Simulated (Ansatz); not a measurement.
**CdTe under a change: Te → Ru**

The reference is CdTe in the zinc blende structure (space group F-43m, No. 216; a = 6.4892 Å).

Now apply this change: Ru takes the place of Te on all its sites, then cell and atoms are relaxed.

Level of theory: PBEsol (Ansatz, a first-principles code, PAW, no SOC). Settings: 14×14×14 k-points, 0.05 eV Fermi–Dirac smearing, for the changed cell.

| quantity | base | changed | shift |
|---|---|---|---|
| volume per atom | 34.16 Å³ | 25.44 Å³ | -8.72 Å³ |
| density | 5.83 g/cm³ | 6.97 g/cm³ | +1.133 g/cm³ |
| space group | F-43m (No. 216) | F-43m (No. 216) | – |
| shortest interatomic distance | 2.810 Å | 2.547 Å | -0.263 Å |
| band gap | 0.65 eV | zero | – |

Final structure:

```
CdRu
1.0
    0.00000     2.94110     2.94110
    2.94110     0.00000     2.94110
    2.94110     2.94110     0.00000
Ru Cd
1 1
Direct
  0.25000   0.25000   0.25000
  0.00000   0.00000   0.00000
```

Spin-orbit coupling, missing from the scalar runs, can matter with Te. Stability against distortions was not tested. As relaxed here, CdRu is a hypothetical phase, not in the database extracts checked. The final runs are not spin-polarised. CdRu has a high density of states at the Fermi level and may be magnetic at this level.
